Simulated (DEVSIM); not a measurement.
Structure: Au/SiON/SiO2/p-Si capacitor, at 300 K.

```csv
layer (left to right),material,thickness (nm),Na (cm⁻³)
1,SiON,5.90,-
2,SiO2,0.930,-
3,Si,2200,7e16
```

Metal gate on the left, work function 5.1 eV. Fixed charge at the semiconductor interface -2.1e10 cm⁻² (in units of +e); no interface traps.

The device is made up for the run: typed textbook-type constants, with dimensions and the other settings drawn at random. Values at 300 K.

```tsv
parameter	SiON	SiO2	Si
gap (eV)	7	9	1.124
affinity (eV)	1.4	0.9	4.05
permittivity	5.5	3.9	11.7
Nc (cm⁻³)	-	-	2.86e19
Nv (cm⁻³)	-	-	3.1e19
```

Model (solved in DEVSIM): 1D Poisson equation in equilibrium, Boltzmann statistics, complete ionisation; no quantum confinement or tunnelling. Metal contacts follow the ideal Schottky-Mott rule: no Fermi-level pinning, no interface dipoles.

The fixed charge was swept, all else fixed.

| fixed charge (cm^-2) | flat-band voltage (V) | threshold voltage (band bending 2φF) (V) |
|---|---|---|
| -1.76e12 | 0.50 | 1.51 |
| -8.91e11 | 0.29 | 1.31 |
| -2.1e10 | 0.09 | ___ |
| 8.49e11 | -0.12 | 0.90 |
| 1.72e12 | -0.32 | 0.69 |

Problem. What belongs in the gaps?

Solution. 
- -2.1e10, threshold voltage (band bending 2φF) (V): 1.10
